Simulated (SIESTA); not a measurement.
SIESTA run on Na (Im-3m, 1 atom in the cell): self-consistent single point.

Level of theory: GGA PBE, numerical atomic orbitals DZP, PseudoDojo PBE standard norm-conserving potentials (rewritten from UPF to PSML) (SIESTA).

```
Na
1.0
   -2.14065     2.14065     2.14065
    2.14065    -2.14065     2.14065
    2.14065     2.14065    -2.14065
Na
1
Direct
  0.00000   0.00000   0.00000
```

Reference input (self-consistent single point, DFT, GGA PBE, numerical atomic orbitals DZP, PseudoDojo PBE standard norm-conserving potentials (rewritten from UPF to PSML)): XC.functional = GGA; XC.authors = PBE; potentials = PseudoDojo PBE standard; PAO.BasisSize = DZP; PAO.EnergyShift = 0.005 Ry; MeshCutoff = 300 Ry; kgrid.MonkhorstPack = 11 11 11; OccupationFunction = FD; ElectronicTemperature = 100 meV; MaxSCFIterations = 150; SCF.Mixer.Method = Pulay; SCF.Mixer.Weight = 0.25. This run's input differs from it in these lines:

```diff
@@ -24,3 +24,3 @@
 PAO.EnergyShift              0.005 Ry
-MeshCutoff                   300 Ry
+MeshCutoff                   150 Ry
 %block kgrid.MonkhorstPack
```

Output (repeated stretches shortened):

```
        iscf     Eharris(eV)        E_KS(eV)     FreeEng(eV)     dDmax    Ef(eV) dHmax(eV)
   scf:    1    -1243.333639    -1243.632271    -1243.646689  0.503200 -3.359277  1.819824
   scf:    2    -1243.645848    -1243.639159    -1243.653543  0.019651 -3.384156  1.277327
   scf:    3    -1243.651076    -1243.645615    -1243.659920  0.044560 -3.443841  0.009870
   scf:    4    -1243.645608    -1243.645612    -1243.659918  0.001238 -3.450290  0.028347
   scf:    5    -1243.645614    -1243.645613    -1243.659921  0.000948 -3.449372  0.000865
mix: Pulay -- inversion failed, > SVD [rank/size] 2 / 4
   scf:    6    -1243.645613    -1243.645613    -1243.659921  0.000030 -3.449343  0.000008
mix: Pulay -- inversion failed, > SVD [rank/size] 2 / 5
   scf:    7    -1243.645613    -1243.645613    -1243.659921  0.000002 -3.449343  0.000003
SCF Convergence by DM+H criterion
max |DM_out - DM_in|         :     0.0000018341
max |H_out - H_in|      (eV) :     0.0000029654
SCF cycle converged after 7 iterations

Using DM_out to compute the final energy and forces

siesta: E_KS(eV) =            -1243.6456

siesta: E_KS - E_eggbox =     -1243.6456

siesta: Atomic forces (eV/Ang):
     1   -0.000000    0.000000    0.000000
   Tot   -0.000000    0.000000    0.000000
   Max    0.000000
   Res    0.000000    sqrt( Sum f_i^2 / 3N )
   Max    0.000000    constrained

Stress tensor Voigt[x,y,z,yz,xz,xy] (kbar):       -3.74       -3.74       -3.74        2.11        2.11        2.11
(Free)E + p*V (eV/cell)    -1243.5684
Target enthalpy (eV/cell)    -1243.6599

siesta: Program's energy decomposition (eV):
siesta: FreeEng =     -1243.659921

siesta: Stress tensor (static) (eV/Ang**3):
   [... lines left out ...]
siesta: Cell volume =         39.237108 Ang**3
siesta:           3.73806900          3.73806900  kBar
   [... lines left out ...]

mulliken: Atomic and Orbital Populations:

Species: Na
Atom  Qatom  Qorb
               2s      3s      3s      2py     2pz     2px     3py     3pz
               3px
   1  9.000   2.006   0.716  -0.130   2.017   2.017   2.017   0.119   0.119
              0.119

mulliken: Qtot =        9.000

Mulliken Atomic Populations:
Atom #   charge [q] valence [e]  Species
     1    -0.000000    9.000000  Na
 Total    -0.000000
```

The run converged in 7 iterations. Against the reference run the free energy goes down by 55.7 meV/atom and the pressure goes from -0.10 to 0.37 GPa.

The starting cell has typed, rounded lattice constants, without a prior relaxation at this level. Its lattice was rescaled by up to half a per cent. Values carry the incompleteness of an atom-centred basis.
